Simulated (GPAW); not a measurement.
# Short convergence ladders for Se (C2, 3 atoms in the cell)

```
CELL_PARAMETERS angstrom
      2.19156    -3.79589     0.00000
      2.19156     3.79589     0.00000
      0.00000     0.00000     4.96485
ATOMIC_POSITIONS crystal
  Se 0.00000 0.22500 0.66667
  Se 0.78641 0.78641 0.00000
  Se 0.22500 0.00000 0.33333
```

Base method: LDA (Perdew-Wang 92), GPAW PAW datasets LDA (gpaw-data 1.0.1) (plane waves; GPAW).

Base settings: mode = pw; ecut = 600 eV; xc = LDA; kpts = 3 3 2; mesh shift (steps) = 0 0 0; occupations.name = fermi-dirac; occupations.width = 0.01 eV; nbands = -6; convergence.bands = -4; symmetry.symmorphic = false.

**The width of Fermi-Dirac smearing**

The mesh stays at the base's, so the ladder's end is converged at best in this setting alone.

Only quantities that move along the ladder and can be compared are tabulated; the gap is left out on so coarse a mesh.

| occupations.width | free energy less the last step's (meV/atom) | pressure (GPa) | largest difference of a force vector from the last step's (eV/Å) |
|---|---|---|---|
| 1 eV | -692.86 | 5.26 | 1.087 |
| 0.5 eV | -103.90 | 0.88 | 0.209 |
| 0.2 eV | -3.90 | -0.19 | 0.009 |
| 0.1 eV | -0.10 | -0.26 | 0.001 |
| 0.02 eV | 0.00 | -0.26 | 0.000 |

Widest occupations.width that holds the pressure within 0.05 GPa of the last step, with all finer ones: 0.1 eV; the step before is off by 0.07 GPa.

Widest occupations.width that holds the forces within 0.005 eV/Å of the last step, with all finer ones: 0.1 eV; the step before is off by 0.009 eV/Å.

Widest occupations.width that holds the free energy within 1 meV/atom of the last step, with all finer ones: 0.1 eV; the step before is off by 3.9 meV/atom.

**The setting conv density**

Moved along: convergence.energy, convergence.eigenstates.

The mesh stays at the base's, so the ladder's end is converged at best in this setting alone.

Only quantities that move along the ladder and can be compared are tabulated; the gap is left out on so coarse a mesh.

| convergence.density | pressure (GPa) | largest difference of a force vector from the last step's (eV/Å) |
|---|---|---|
| 0.01 e/electron | -0.45 | 0.590 |
| 0.001 e/electron | -0.21 | 0.028 |
| 0.0001 e/electron | -0.26 | 0.004 |
| 1e-06 e/electron | -0.26 | 0.000 |
| 1e-07 e/electron | -0.26 | 0.000 |

Coarsest convergence.density that holds the pressure within 0.1 GPa of the last step, with all finer ones: 0.001 e/electron; the step before is off by 0.20 GPa.

Coarsest convergence.density that holds the forces within 0.005 eV/Å of the last step, with all finer ones: 0.0001 e/electron; the step before is off by 0.028 eV/Å.

On the base run: the starting cell has typed, rounded lattice constants, without a prior relaxation at this level. Its lattice was rescaled by up to half a per cent. One atom was moved a little off its site on purpose.
